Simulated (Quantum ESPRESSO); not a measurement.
Worked example: self-consistent single point of Pt (Fm-3m, 1 atom in the cell) in Quantum ESPRESSO.

Computed with Wu-Cohen GGA, PSlibrary PAW (PBE) pseudopotentials (plane waves; Quantum ESPRESSO).

```
Pt
1.0
   -1.97158     0.00000     1.97158
    0.00000     1.97158     1.97158
   -1.97158     1.97158     0.00000
Pt
1
Direct
  0.00000   0.00000   0.00000
```

Reference input (self-consistent single point, DFT, PBE, plane waves, PSlibrary PAW (PBE) pseudopotentials): ecutwfc = 45 Ry; ecutrho = 450 Ry; occupations = smearing; smearing = marzari-vanderbilt; degauss = 0.0147 Ry; potentials = {Pt: Pt.pbe-n-kjpaw_psl.1.0.0.UPF}; K_POINTS = automatic 19 19 19 0 0 0; conv_thr = 1e-11 Ry; mixing_beta = 0.3. This run's input differs from it in these lines:

```diff
@@ -18,2 +18,3 @@
   degauss = 0.0147
+  input_dft = 'wc'
 /
```

Output, abridged:

```
     Self-consistent Calculation

     iteration #  1     ecut=    45.00 Ry     beta= 0.30

     Threshold (ethr) on eigenvalues was too large:
     Diagonalizing with lowered threshold

     total energy              =    -744.89438196 Ry
     estimated scf accuracy    <       0.07369662 Ry

     iteration #  2     ecut=    45.00 Ry     beta= 0.30

     total energy              =    -744.89135263 Ry
     estimated scf accuracy    <       0.01498112 Ry

     iteration #  3     ecut=    45.00 Ry     beta= 0.30

     total energy              =    -744.89602358 Ry
     estimated scf accuracy    <       0.00083420 Ry

   [... 17 blocks of this kind left out ...]

     iteration # 21     ecut=    45.00 Ry     beta= 0.30

     total energy              =    -744.89635196 Ry
     estimated scf accuracy    <          2.4E-11 Ry

     iteration # 22     ecut=    45.00 Ry     beta= 0.30
     End of self-consistent calculation

     Number of k-points >= 100: set verbosity='high' to print the bands.

     the Fermi energy is    17.1538 ev

!    total energy              =    -744.89635196 Ry
     estimated scf accuracy    <          5.6E-12 Ry
     smearing contrib. (-TS)   =      -0.00023754 Ry
     internal energy E=F+TS    =    -744.89611442 Ry

     convergence has been achieved in  22 iterations

     Forces acting on atoms (cartesian axes, Ry/au):

     atom    1 type  1   force =     0.00000000    0.00000000    0.00000000

     Total force =     0.000000     Total SCF correction =     0.000000

          total   stress  (Ry/bohr**3)                   (kbar)     P=      -17.89
  -0.00012158  -0.00000000   0.00000000          -17.89       -0.00        0.00
  -0.00000000  -0.00012158  -0.00000000           -0.00      -17.89       -0.00
  -0.00000000  -0.00000000  -0.00012158           -0.00       -0.00      -17.89

   JOB DONE.
```

The run converged in 22 iterations. Against the reference run the pressure goes from 6.43 to -1.79 GPa.

The starting cell comes from a database of computed structures (which also holds hypothetical and non-ambient phases and stackings), without a prior relaxation at this level. Spin polarisation is off.

Cost on one core of a shared machine: roughly 60 s.
